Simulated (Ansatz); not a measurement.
**HgSe: response to strain**

Take HgSe in the zinc blende structure (space group F-43m, No. 216; a = 6.260 Å) as the base.

Strains are applied to the cell and any free atomic positions relax.

Computed with PBE (Ansatz, a quantum-chemistry and plane-wave program, PAW, no SOC).

Candidates:
(a) isotropic strain +2.00 %
(b) isotropic strain −1.50 %
(c) isotropic strain −2.50 %

Notes on the quantities. energy relative to the base: free energy F.

### Question
Order them by energy relative to the base, lowest first.

### Answer
(b) isotropic strain −1.50 % (+8.8 meV/atom), (a) isotropic strain +2.00 % (+14 meV/atom), (c) isotropic strain −2.50 % (+25 meV/atom)

Stability against distortions was not tested. All final runs are without spin polarisation.
